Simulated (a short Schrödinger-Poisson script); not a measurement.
System: MOS inversion layer, HfO2 on p-type Si(110), at 400 K.

From the gate side: 7.2 nm HfO2; 720 nm Si, acceptors 3.6e17 cm⁻³.

The device is made up for the run: typed textbook-type constants, with dimensions and the other settings drawn at random. HfO2: permittivity 22, conduction-band edge (eV) 1.55, gap (eV) 5.7, electron mass (mₑ) 0.2. Si: permittivity 11.7, conduction-band edge (eV) 0, gap (eV) 1.124, Nv at 300 K (cm⁻³) 3.1e19.

Channel valleys (confinement mass, in-plane density-of-states mass, number): Δ4 0.315, 0.324, 4; Δ2 0.19, 0.417, 2. At the gate the conduction-band edge of layer 1 lies 2.14 eV − eVg above the Fermi level of the channel; the field vanishes at the back. Gaps are held at their typed values at every temperature. Mesh 0.03 nm at interfaces.

Solved with a short Schrödinger-Poisson script written for these runs: 1D Poisson equation in equilibrium, electrons quantum, Hartree (BenDaniel-Duke, 12 states a valley, the channel's in-plane mass for all, wave functions ending at the dielectric), parabolic valleys, classical holes, full ionisation, no traps, pinning or gate leakage.

```csv
Vg (V),electrons (cm⁻²),C (μF/cm²),Δ4 E0 (meV from the Fermi level),Δ2 E0 (meV from the Fermi level)
0.45,1.20e9,0.199,348.1,366.5
0.5,4.21e9,0.204,304.3,323.2
0.55,1.47e10,0.236,260.9,280.2
0.6,4.89e10,0.341,219.1,238.9
0.65,1.42e11,0.572,181.8,202.2
0.7,3.34e11,0.875,151.9,173.1
0.75,6.26e11,1.13,129.7,151.7
0.8,9.95e11,1.32,113.0,136.1
0.85,1.42e12,1.45,100.1,124.3
0.9,1.88e12,1.54,89.7,115.0
0.95,2.37e12,1.62,81.0,107.5
1,2.88e12,1.67,73.6,101.2
1.05,3.40e12,1.72,67.1,95.8
1.1,3.94e12,1.76,61.3,91.2
1.15,4.49e12,1.79,56.1,87.0
1.2,5.06e12,1.82,51.3,83.4
1.25,5.63e12,1.84,47.0,80.1
1.3,6.20e12,1.87,42.9,77.1
1.35,6.79e12,1.89,39.1,74.4
1.4,7.38e12,1.90,35.6,71.9
```

Gate voltages with under 1e9 electrons/cm² are left out.

**Question.** At Vg = 1.4 V the lowest Δ4 subband lies at 35.6 meV from the Fermi level. How many electrons does it hold, and what share of all?

**Answer.** The two-dimensional density of states is g m/(πħ²) = 5.41e11 cm⁻² meV⁻¹ (both spins), kT = 34.5 meV, so n = D kT ln(1 + exp(−E/kT)) = 5.69e12 cm⁻², 0.77 of the 7.38e12 cm⁻² in all.

**Question.** Compare the slope of the sheet density between 1.3 and 1.4 V with the geometric capacitance of the layers between gate and channel.

**Answer.** q Δn/ΔV = 1.89 μF/cm²; ε0/Σ(t/ε) = 2.71 μF/cm². The ratio is 0.70: the channel acts as a further capacitance in series.
